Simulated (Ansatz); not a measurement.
**PBE against r2SCAN: La, La → Sc**

The parent structure is La (space group P6_3/mmc, No. 194; a = 3.7703 Å, c = 12.0810 Å).

(Cell as relaxed with PBE.)

Levels (all Ansatz, a first-principles code, PAW): PBE (420 eV, no SOC); r2SCAN (500 eV, scalar-relativistic without spin-orbit coupling).

Each level relaxes its own structure.

```
base                      PBE    r2SCAN
-------------------  --------  --------
volume per atom      37.18 Å³  37.33 Å³
lattice parameter a  377.0 pm  378.6 pm
band gap                 zero      zero
```

Now apply this change: Sc takes the place of La on all its sites, then cell and atoms are relaxed.

```
quantity              PBE    r2SCAN
---------------  --------  --------
c/a ratio           3.191     3.181
volume per atom  24.64 Å³  25.01 Å³
```

PBE's c/a ratio lies 0.010 above r2SCAN's; PBE's volume per atom lies 0.37 Å³ below r2SCAN's (1.5 %). Neither level is exact; r2SCAN is the comparison here, not a measurement.

No phonon test of stability was made. The final runs are not spin-polarised.
